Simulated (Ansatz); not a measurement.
## Habitual settings against a tight run: TiClO (Pmmn, 6 atoms in the cell)

Self-consistent single point.

```
TiClO
1.0
    3.21957     0.00000     0.00000
    0.00000     3.91446     0.00000
    0.00000     0.00000     8.08560
Ti Cl O
2 2 2
Cartesian
  1.60978   0.00000   0.83177
  0.00000   1.95723   7.25384
  1.60978   1.95723   5.50686
  0.00000   0.00000   2.57874
  0.00000   0.00000   7.58228
  1.60978   1.95723   0.50333
```
Moments meant for the start (each program seeds them in its own way; μB, in the order of the atoms Ti Ti Cl Cl O O): 1.0 1.0 0.0 0.0 0.0 0.0.

Level of theory: PBEsol, default PAW files made with PBE (plane waves; Ansatz, an electronic-structure program).

Base settings: basis.ecutwfc = 420 eV; kpoints.mp_grid.grid = 9 7 4; kpoints.mp_grid.shift = 0.5 0.5 0.5; hamiltonian.xc = pbesol; hamiltonian.pseudopotentials = {kind: paw} (the program's default PAW files); magnetization.spin_polarized = true; scf.occupations.method = methfessel_paxton; scf.occupations.width = 0.1 eV.

Tight run (finer mesh or higher cutoff; not a proven limit): basis.ecutwfc: 420 eV → 590 eV; kpoints.mp_grid.grid: 9 7 4 → 13 10 6; scf.convergence.dr2_threshold: default (1e-07 eV) → 1e-09 eV. It gave Fermi level (on the code's own zero) 7.89 eV; pressure -0.05 GPa; largest force (vector length) 0.535 eV/Å; size of the cell's spin moment 1.30 μB.

Quick runs, as changes from the base:
- A: the base itself
- B: kpoints.mp_grid.grid: 9 7 4 → 4 4 4
- C: basis.ecutwfc: 420 eV → 210 eV; kpoints.mp_grid.grid: 9 7 4 → 2 2 2; hamiltonian.xc: pbesol → lda; scf.occupations.method: methfessel_paxton → cold; scf.occupations.width: 0.1 eV → 0.272 eV [LDA (PW92)]
- D: basis.ecutwfc: 420 eV → 335 eV; kpoints.mp_grid.grid: 9 7 4 → 2 2 2; scf.occupations.method: methfessel_paxton → fermi_dirac; scf.occupations.width: 0.1 eV → 0.5 eV

Energies are extrapolated to zero smearing width, which holds to low order in the width alone.

Dashes: energy of C, another energy zero.

† marks runs with another functional, U, potentials or spin treatment: their distance from the tight run is not a convergence error alone.

The count of work is k-points × plane waves × bands × iterations; it is no time. 

Pressures in the table are Ansatz's without its Pulay estimate, at a fixed set of plane waves; the tight run's value above holds the estimate.

The starting cell comes from a database of computed structures (which also holds hypothetical and non-ambient phases and stackings), without a prior relaxation at this level. Its lattice was rescaled by a random factor within 2.5 % of one. The magnetic order is the one reached from the typed start; others were not searched systematically.

| run | energy less tight (meV/atom) | pressure less tight (GPa) | largest miss in a force vector (eV/Å) | size of the net moment less tight (μB/atom) | count of work / tight |
|---|---|---|---|---|---|
| A | 1.5 | -0.39 | 0.033 | -0.03 | 0.21 |
| B | 1.3 | -0.12 | 0.235 | -0.01 | 0.042 |
| C† | – | -117.97 | 2.879 | 0.11 | 0.0015 |
| D | -8.6 | -3.17 | 0.839 | -0.22 | 0.0027 |

Among the runs at the tight run's level, the energy misses run from 1.3 to 8.6 meV/atom.

Left out of this page: 2 runs of the series outside the window shown, repeating another row's setting, or not comparable.

Keys are those of Ansatz 0.2.
